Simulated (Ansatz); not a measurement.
Base system: PbI$_{2}$ in the 2H-MoS2 type structure (space group P6_3/mmc, No. 194; a = 4.273 Å, c = 14.362 Å; a hypothetical phase, not in the database extracts checked).

One thing is altered: cell and atoms relaxed at a pressure of 0.3 GPa.

Levels (all Ansatz, a first-principles code, PAW, earlier PAW set): PBEsol-D3(BJ) (420 eV, without spin-orbit coupling); HSE06 (420 eV, no SOC); PBEsol+SOC (420 eV, with spin-orbit coupling).

At the geometry relaxed with PBEsol-D3(BJ), these levels gave the following band gaps, in shuffled order: (a) 0.94 eV, (b) 1.26 eV, (c) 1.84 eV.

**Question.** Match each gap to its level.

**Answer.** (a) PBEsol+SOC; (b) PBEsol-D3(BJ); (c) HSE06.

Single points use the geometry relaxed with PBEsol-D3(BJ). HSE06 gaps are upper bounds (no full band path). Differences between runs with and without spin-orbit coupling are approximate. With I and Pb present, leaving out spin-orbit coupling can change the band edges. Load acts through the strain it causes; cell and atoms are relaxed under it. Whether these cells are dynamically stable was not tested.
